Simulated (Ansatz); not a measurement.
# ZnS, pressure series

Base system: ZnS in the wurtzite structure (space group P6_3mc, No. 186; a = 3.845 Å, c = 6.305 Å).

Cell and atoms are relaxed at each pressure.

Method: DFT with PBE, PAW potentials and a 420 eV plane-wave cutoff in Ansatz (an electronic-structure program), scalar-relativistic without spin-orbit coupling.

```csv
pressure (GPa),volume per atom (Å³/atom)
-1,20.485
0,20.185
0.9,19.928
2.1,19.614
4.5,19.059
9,18.198
15,?
22.5,16.416
30,15.713
```

Q: Fit the third-order Birch–Murnaghan form P(V) = (3B₀/2)[(V₀/V)^(7/3) − (V₀/V)^(5/3)]·[1 + (3/4)(B₀′ − 4)((V₀/V)^(2/3) − 1)] (squares taken in P) to the rows shown and predict the withheld row.

A: Least squares on the printed values gives V₀ = 20.182 Å³/atom, B₀ = 69.5 GPa, B₀′ = 4.3; this predicts 17.295 Å³/atom, and the run gives 17.297 Å³/atom, 0.002 higher.

Load acts through the strain it causes; cell and atoms are relaxed under it. Stability against distortions was not tested. Tetrahedral semiconductors of this kind turn to denser phases somewhere between about 1 and 50 GPa; those were not computed, so compressed cells here can lie past the real transition.
